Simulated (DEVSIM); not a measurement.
Device: illuminated Si n-on-p cell, one wavelength, at 300 K.

```tsv
layer (left to right)	material	thickness (μm)	Nd (cm⁻³)	Na (cm⁻³)	τn (s)	τp (s)	absorption coefficient (cm⁻¹)
1	Si	0.0660	8.2e17	-	2.6e-6	3.5e-7	180
2	Si	27.0	-	1.4e17	9.2e-6	9.2e-6	180
```

Left contact: ohmic, minority hole recombination velocity 6e5 cm/s. Right contact: ohmic, minority electron recombination velocity 5e6 cm/s. Voltage is applied to the left contact. Recombination: SRH at mid-gap, radiative, Auger. Light enters at the left, 3.5e17 photons cm⁻² s⁻¹, one pass, no reflection. Mobility is constant in doping.

Constants are typed, rounded textbook-type inputs, not results; the design itself was drawn at random and stands for no fabricated device. Values at 300 K.

```csv
parameter,Si
gap (eV),1.124
affinity (eV),4.05
permittivity,11.7
Nc (cm⁻³),2.86e19
Nv (cm⁻³),3.1e19
μn (cm²/Vs),1417
μp (cm²/Vs),470
B (cm³/s),4.7e-15
Cn (cm⁶/s),2.8e-31
Cp (cm⁶/s),9.9e-32
```

Simulated with DEVSIM: 1D drift-diffusion, Boltzmann statistics, complete ionisation; no tunnelling, impact ionisation, image-force lowering or self-heating.

Task: Tabulate band edges, carrier densities and field at -0.9 V on the left contact, in the dark.

Result: Energies count from the Fermi level of the right contact; mesh points crowd at the junctions.

| x (μm) | Ec (eV) | Ev (eV) | n (cm⁻³) | p (cm⁻³) | field (V/cm) |
|---|---|---|---|---|---|
| 0.000 | 0.992 | -0.132 | 8.2e17 | 4.2e15 | -270 |
| 0.01727 | 0.992 | -0.132 | 8.2e17 | 4.5e15 | -12 |
| 0.03692 | 0.992 | -0.132 | 8.2e17 | 4.9e15 | 130 |
| 0.05595 | 0.996 | -0.128 | 7.1e17 | 6.2e15 | 8800 |
| 0.08116 | 1.067 | -0.057 | 4.4e16 | 1.0e17 | 13000 |
| 0.1172 | 1.080 | -0.044 | 2.7e16 | 1.7e17 | 270 |
| 0.1864 | 1.080 | -0.044 | 2.7e16 | 1.7e17 | -32 |
| 0.3818 | 1.079 | -0.045 | 2.7e16 | 1.7e17 | -32 |
| 0.6943 | 1.078 | -0.046 | 2.7e16 | 1.7e17 | -32 |
| 1.346 | 1.076 | -0.048 | 2.7e16 | 1.7e17 | -32 |
| 2.545 | 1.072 | -0.052 | 2.7e16 | 1.7e17 | -33 |
| 5.931 | 1.061 | -0.063 | 2.6e16 | 1.7e17 | -33 |
| 11.35 | 1.043 | -0.081 | 2.3e16 | 1.6e17 | -34 |
| 18.45 | 1.018 | -0.106 | 1.8e16 | 1.6e17 | -36 |
| 23.57 | 0.999 | -0.125 | 9.8e15 | 1.5e17 | -39 |
| 25.25 | 0.992 | -0.132 | 5.8e15 | 1.5e17 | -42 |
| 26.13 | 0.989 | -0.135 | 3.3e15 | 1.4e17 | -43 |
| 26.59 | 0.987 | -0.137 | 1.9e15 | 1.4e17 | -44 |
| 26.88 | 0.985 | -0.139 | 9.1e14 | 1.4e17 | -44 |
| 26.98 | 0.985 | -0.139 | 5.6e14 | 1.4e17 | -45 |
| 27.04 | 0.985 | -0.139 | 3.7e14 | 1.4e17 | -47 |
| 27.07 | 0.984 | -0.140 | 2.6e14 | 1.4e17 | -88 |
